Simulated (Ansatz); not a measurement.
CsCl-type TiCo, treated with LDA in Ansatz (plane waves, PAW).

Numerical settings: plane-wave cutoff 520 eV, 22×22×22 k mesh, Fermi–Dirac smearing 0.034 eV (set by the program), no spin polarisation, scalar-relativistic PAW data made under PBE.

Computed at the level's own relaxed cell.

Elastic tensor (GPa, Voigt notation, ions relaxed):

```
  252.6   190.4   190.4     0.0     0.0     0.0
  190.4   252.6   190.4     0.0     0.0     0.0
  190.4   190.4   252.6     0.0     0.0     0.0
    0.0     0.0     0.0    60.3     0.0     0.0
    0.0     0.0     0.0     0.0    60.3     0.0
    0.0     0.0     0.0     0.0     0.0    60.3
```

Worked from these constants: the tetragonal shear constant is C′ = (C11 − C12)/2 = 31.1 GPa against C44 = 60.3 GPa, so the tetragonal shear is the softer. The Zener ratio C44/C′ is 1.94 (1 for an isotropic solid), and the Cauchy pressure C12 − C44 is 130.1 GPa. With C11 + 2C12 = 633.4 GPa all three Born conditions hold; they don't test modes at the zone boundary.

Computed values are for the static lattice.

Ansatz is an electronic-structure program.
